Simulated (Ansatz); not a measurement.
# A constructed model of the (111) surface of fcc Al, a layer of Ir in place of the third plane (bottom of the slab: a bare face, its two planes held)

Calculation: PBE (plane waves to 420 eV, PAW; Ansatz, an electronic-structure program).

Set-up: 6 atoms, 11.9 Å thick at the start with caps and adatoms (thin: gaps and levels are the slab's own); mesh 15x15x1; 0.1 eV smearing; dipole correction on; 2 atoms held, the rest relaxed; held to the start's symmetry, so lower structures may exist; no spin, no spin-orbit, no U. In PBE it is, or lies within 0.01 eV a 1x1 cell of, the lowest of the 2 structures of its composition computed so far; subsurface sites and larger cells were not tried.

```
Property                                          Value
-----------------------------  ------------------------
work function of the top face                   4.07 eV
energy released by relaxation                   1.10 eV
cost                           roughly 2.4 core-minutes
```
